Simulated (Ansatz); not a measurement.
# HgTe under a change: uniaxial strain ε_yy = −5.36 %

The parent structure is HgTe in the zinc blende structure (space group F-43m, No. 216; a = 6.5731 Å). Axes: x, y, z lie along the cube axes.

The change: the cell is compressed by 5.36 % along y with no lateral relaxation; the atoms relax in the strained cell.

The values are results of r2SCAN in Ansatz (plane waves to 500 eV, PAW, spin-orbit coupling left out), not measurements. Γ-centred 9×9×9 mesh, Fermi–Dirac width 0.05 eV.

```json
[
 {"quantity": "volume per atom", "base": "35.50 Å³", "changed": "33.60 Å³", "shift": "-1.90 Å³"},
 {"quantity": "space group", "base": "F-43m (No. 216)", "changed": "I-4m2 (No. 119)", "shift": "–"},
 {"quantity": "energy relative to the base (free energy F)", "base": "0 meV/atom", "changed": "+17 meV/atom", "shift": "+17 meV/atom"},
 {"quantity": "pressure (mean of the normal stresses, compression positive)", "base": "0.0 GPa", "changed": "2.5 GPa", "shift": "+2.5 GPa"},
 {"quantity": "band gap (uncertain: the edges found look like a band crossing or inverted bands; the changed cell)", "base": "zero", "changed": "0.06 eV", "shift": "–"},
 {"quantity": "stress (xx, yy, zz, yz, xz, xy; compression positive) (rough)", "base": "–", "changed": "(2.3, 2.9, 2.3, 0.0, 0.0, 0.0) GPa", "shift": "–"}
]
```

Without a gap, meshes like the base's 9×9×9 leave anisotropic stresses uncertain by several tenths of a GPa, and small strain energies with them. Spin-orbit coupling, missing from the scalar runs, can matter with Hg and Te. Whether these cells are dynamically stable was not tested. All final runs are without spin polarisation. The zero or small gap of HgTe can change with the level of theory.

Ansatz is an electronic-structure program.
